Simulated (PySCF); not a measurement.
PySCF 2.14.0, CCSD (frozen core)/cc-pvdz: C/C=C(\[SiH3])Cl, 12 atoms. The geometry is a generated start, not checked to be a minimum at this level.

| Quantity | Value |
|---|---|
| task | ccsd |
| basis | cc-pvdz |
| two-electron scheme | exact four-centre integrals |
| frozen core | true |
| mf.init_guess | minao (default) |
| mf.DIIS | CDIIS (default) |
| mf.diis_space | 8 (default) |
| mf.conv_tol | 1e-09 (default) |
| basis functions (reference run) | 113 |

On 4 threads, 1 BLAS thread. Build: conda-forge: OpenMP (GNU), OpenBLAS with its own threads, libcint, Libxc. Single runs; times are not shown.

Values of mol.max_memory tried: 8000 MB, 4000 MB, 2000 MB, 1000 MB, 500 MB, 300 MB, 200 MB.

Task: Which of these memory settings still run, and by which path?

Result: It runs down to 200 MB, the lowest tried, with the same result. At 8000 MB: SCF integrals in memory, transformation in memory. From 1000 MB down: SCF integrals in memory, transformation through a file. From 200 MB down: direct SCF, transformation through a file.

| mol.max_memory | path | peak memory |
|---|---|---|
| 8000 MB | SCF integrals in memory, transformation in memory | 0.90 GiB |
| 4000 MB | SCF integrals in memory, transformation in memory | 0.88 GiB |
| 2000 MB | SCF integrals in memory, transformation in memory | 0.87 GiB |
| 1000 MB | SCF integrals in memory, transformation through a file | 1.1 GiB |
| 500 MB | SCF integrals in memory, transformation through a file | 1.1 GiB |
| 300 MB | SCF integrals in memory, transformation through a file | 1.1 GiB |
| 200 MB | direct SCF, transformation through a file | 0.94 GiB |

Peak memory is the kernel's count for the largest process, libraries included and scratch files not. The peak passes the setting at 1000 MB, 500 MB, 300 MB, 200 MB: it is no hard cap.
